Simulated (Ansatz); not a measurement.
## Mo6PbS8 (space group R-3, No. 148)

```
CELL_PARAMETERS angstrom
      4.54403     2.62350     3.81431
     -4.54403     2.62350     3.81431
      0.00000    -5.24699     3.81431
ATOMIC_POSITIONS crystal
  Mo 0.77655 0.58451 0.43705
  Mo 0.22345 0.41549 0.56295
  Mo 0.43705 0.77655 0.58451
  Mo 0.56295 0.22345 0.41549
  Mo 0.58451 0.43705 0.77655
  Mo 0.41549 0.56295 0.22345
  Pb 0.00000 0.00000 0.00000
  S  0.12533 0.74237 0.38428
  S  0.87467 0.25763 0.61572
  S  0.38428 0.12533 0.74237
  S  0.61572 0.87467 0.25763
  S  0.74237 0.38428 0.12533
  S  0.25763 0.61572 0.87467
  S  0.75647 0.75647 0.75647
  S  0.24353 0.24353 0.24353
```

Method: PBEsol (Ansatz, a program for electronic structure; PAW; 420 eV plane waves; no SOC). k-mesh 6×6×6 (Γ-centred); smearing 0.05 eV (Fermi–Dirac).

The volume per atom is 18.19 Å³ and the density is 6.33 g/cm³. The band gap is zero and the total energy is -3215.348 eV/atom (σ→0; compares only within this code and set-up).

No phonon test of stability was made. All final runs are without spin polarisation.
